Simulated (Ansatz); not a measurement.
Ansatz (a first-principles code) run on NaTl (Fd-3m, 4 atoms in the cell): zone-centre phonon calculation.

Computed with LDA (PW92), default PAW files made with PBE (plane waves; Ansatz).

```yaml
crystal:
  lattice:
    - [0.00000, 3.75057, 3.75057]
    - [3.75057, 0.00000, 3.75057]
    - [3.75057, 3.75057, 0.00000]
  atoms:
    - { symbol: Na, position: [0.50000, 0.50000, 0.50000] }
    - { symbol: Na, position: [0.75000, 0.75000, 0.75000] }
    - { symbol: Tl, position: [0.00000, 0.00000, 0.00000] }
    - { symbol: Tl, position: [0.25000, 0.25000, 0.25000] }
```

Reference input (self-consistent single point, DFT, LDA (PW92), plane waves, default PAW files made with PBE): basis.ecutwfc = 420 eV; kpoints.mp_grid.grid = 8 8 8; hamiltonian.xc = lda; hamiltonian.pseudopotentials = {kind: paw} (the program's default PAW files); scf.occupations.method = gaussian; scf.occupations.width = 0.1 eV. This run's input differs from it in these lines:

Ansatz 0.2 input:
```diff
@@ -13,3 +13,3 @@
 kpoints:
-  mp_grid: { grid: [8, 8, 8] }
+  mp_grid: { grid: [5, 5, 5] }
 hamiltonian:
@@ -19,6 +19,4 @@
   occupations: { method: gaussian, width: 0.1 eV }
-output:
-  forces: true
-  eigenvalues: true
-  stress: true
+phonons:
+  method: dfpt
```

Log, with long lists cut:

```
SCF iter   1: F=—  HF=-25227.003023 eV  |F-HF|=—  |Δ(HF+E_count)|=         —  Δρ=5.95e-3  dr2=1.92e-2  ethr=1.77e-3  ⟨swp⟩=5.8  Hψ=1975  notcnv=0
all-band conjugate gradients solve this SCF's bands
preconditioner: auto → none
SCF iter   2: F=—  HF=-25226.987798 eV  |F-HF|=—  |Δ(HF+E_count)|=   1.52e-2  Δρ=8.73e-4  dr2=5.26e-4  ethr=4.37e-5  ⟨swp⟩=2.0  Hψ=958  notcnv=0
SCF iter   3: F=—  HF=-25226.987782 eV  |F-HF|=—  |Δ(HF+E_count)|=   1.65e-5  Δρ=3.29e-4  dr2=8.31e-5  ethr=1.20e-6  ⟨swp⟩=2.1  Hψ=867  notcnv=0
SCF iter   4: F=—  HF=-25226.987800 eV  |F-HF|=—  |Δ(HF+E_count)|=   1.83e-5  Δρ=9.78e-5  dr2=8.41e-6  ethr=1.89e-7  ⟨swp⟩=2.8  Hψ=697  notcnv=0
SCF iter   5: F=—  HF=-25226.987794 eV  |F-HF|=—  |Δ(HF+E_count)|=   5.61e-6  Δρ=6.95e-6  dr2=2.87e-8  ethr=1.91e-8  ⟨swp⟩=2.7  Hψ=824  notcnv=0
SCF iter   6: F=—  HF=-25226.987803 eV  |F-HF|=—  |Δ(HF+E_count)|=   8.91e-6  Δρ=1.59e-6  dr2=1.01e-9  ethr=6.51e-11  ⟨swp⟩=2.7  Hψ=740  notcnv=0
SCF iter   7: F=-25226.987803 eV  HF=-25226.987803 eV  |F-HF|=0.00e0  |Δ(HF+E_count)|=  7.09e-10  Δρ=5.68e-8  dr2=1.31e-12  ethr=1.00e-12  ⟨swp⟩=5.4  Hψ=2517  notcnv=0
SCF 1 converged in 7 iterations: F = -25226.987803 eV  dr2 = 1.31e-12
DFPT response loops at Γ: preconditioner auto → Kerker (q_TF=auto, 2.358 Å⁻¹) (partly filled bands, converged f_vac=0.000) …
Free energy (F): -25226.987803 eV
Internal energy: -25226.978095 eV  (E = F + TS)
E sigma→0 (E₀):  -25226.982949 eV
Entropy (-TS):   -0.009709 eV (-2.427 meV/atom)
Fermi energy:    7.209088 eV
--- Phonons (Γ-DFPT): 2 representative perturbations + reference, on 18 of 125 k-points (Σ response iterations 6) ---
  k mesh reduced under 8 symmetry operations, with k and −k counted as one. Each operation leaves every solved displacement unchanged or reverses it
  ASR residual: 6.022e-5 → 0.000e0 eV/Å²; symmetrization residual: 2.949e-6 eV/Å²
  ASR residual per site (eV/Å²): 4.98e-5 4.98e-5 6.02e-5 6.02e-5
  Γ frequencies (cm⁻¹): 0.00 0.00 0.00 47.04 47.04 47.04 99.13 99.13 99.13 146.00 146.00 146.00
  non-analytic LO–TO correction: not included (Born effective charges unavailable; polar crystals: no LO–TO splitting at Γ)
```

The run converged in 7 iterations. 

Summary of the result:
| Property | Value |
|---|---|
| Free energy E − TS (on the zero of these files) | -25226.9878 eV |
| Fermi level (on the code's own zero) | 7.21 eV |
| Zone-centre frequencies (cm⁻¹; negative means imaginary) | 0, 0, 0, 47, 47, 47, 99, 99, 99, 146, 146, 146 |

The starting cell comes from a database of computed structures (which also holds hypothetical and non-ambient phases and stackings), without a prior relaxation at this level. Its lattice was rescaled by up to half a per cent.
